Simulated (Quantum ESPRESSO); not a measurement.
Input and output of a self-consistent single point for HfBRh3 (Pm-3m, 5 atoms in the cell) (Quantum ESPRESSO).

Method of the run: LDA (PZ), GBRV 1.5 ultrasoft (LDA) pseudopotentials (plane waves; Quantum ESPRESSO).

```
CELL_PARAMETERS angstrom
      4.09526     0.00000     0.00000
      0.00000     4.09526     0.00000
      0.00000     0.00000     4.09526
ATOMIC_POSITIONS crystal
  Hf 0.00000 0.00000 0.00000
  B  0.50000 0.50000 0.50000
  Rh 0.00000 0.50000 0.50000
  Rh 0.50000 0.00000 0.50000
  Rh 0.50000 0.50000 0.00000
```

Reference input (self-consistent single point, DFT, PBEsol, plane waves, GBRV 1.5 ultrasoft (PBESOL) pseudopotentials): ecutwfc = 40 Ry; ecutrho = 320 Ry; occupations = smearing; smearing = gauss; degauss = 0.0036749 Ry; potentials = {Hf: hf_pbesol_v1.uspp.F.UPF, B: b_pbesol_v1.4.uspp.F.UPF, Rh: rh_pbesol_v1.4.uspp.F.UPF}; K_POINTS = automatic 6 6 6 0 0 0; conv_thr = 1e-10 Ry. This run's input differs from it in these lines:

```diff
@@ -23,5 +23,5 @@
 ATOMIC_SPECIES
-Hf   178.4900  hf_pbesol_v1.uspp.F.UPF
-B     10.8100  b_pbesol_v1.4.uspp.F.UPF
-Rh   102.9055  rh_pbesol_v1.4.uspp.F.UPF
+Hf   178.4900  hf_lda_v1.uspp.F.UPF
+B     10.8100  b_lda_v1.4.uspp.F.UPF
+Rh   102.9055  rh_lda_v1.4.uspp.F.UPF
 ATOMIC_POSITIONS crystal
```

Output, abridged:

```
     Self-consistent Calculation

     iteration #  1     ecut=    40.00 Ry     beta= 0.70

     negative rho (up, down):  2.874E-01 0.000E+00

     total energy              =    -673.44290364 Ry
     estimated scf accuracy    <       9.92307275 Ry

     iteration #  2     ecut=    40.00 Ry     beta= 0.70

     negative rho (up, down):  2.715E-01 0.000E+00

     total energy              =    -676.81462084 Ry
     estimated scf accuracy    <      22.36949406 Ry

     iteration #  3     ecut=    40.00 Ry     beta= 0.70

     negative rho (up, down):  2.711E-01 0.000E+00

     total energy              =    -679.26416289 Ry
     estimated scf accuracy    <       1.07761249 Ry

   [... 11 blocks of this kind left out ...]

     iteration # 15     ecut=    40.00 Ry     beta= 0.70

     negative rho (up, down):  2.727E-01 0.000E+00

     total energy              =    -679.27961865 Ry
     estimated scf accuracy    <          5.0E-10 Ry

     iteration # 16     ecut=    40.00 Ry     beta= 0.70

     negative rho (up, down):  2.727E-01 0.000E+00
     End of self-consistent calculation

     the Fermi energy is    18.6305 ev

!    total energy              =    -679.27961865 Ry
     estimated scf accuracy    <          9.9E-12 Ry
     smearing contrib. (-TS)   =      -0.00004908 Ry
     internal energy E=F+TS    =    -679.27956956 Ry

     convergence has been achieved in  16 iterations

     negative rho (up, down):  2.727E-01 0.000E+00

     Forces acting on atoms (cartesian axes, Ry/au):

     atom    1 type  1   force =     0.00000000    0.00000000    0.00000000
   [... zero for the other atoms too ...]

     Total force =     0.000000     Total SCF correction =     0.000000

     negative rho (up, down):  2.727E-01 0.000E+00
          total   stress  (Ry/bohr**3)                   (kbar)     P=      -96.95
  -0.00065906   0.00000000   0.00000000          -96.95        0.00        0.00
   0.00000000  -0.00065906   0.00000000            0.00      -96.95        0.00
   0.00000000   0.00000000  -0.00065906            0.00        0.00      -96.95

   JOB DONE.
```

The run converged in 16 iterations. Against the reference run the pressure goes from -4.56 to -9.70 GPa.

The starting cell comes from a database of computed structures (which also holds hypothetical and non-ambient phases and stackings), without a prior relaxation at this level. Spin polarisation is off. With a pressure of about -10 GPa the cell is away from its equilibrium volume at this level.

Cost on one core of a shared machine: roughly 50 s.
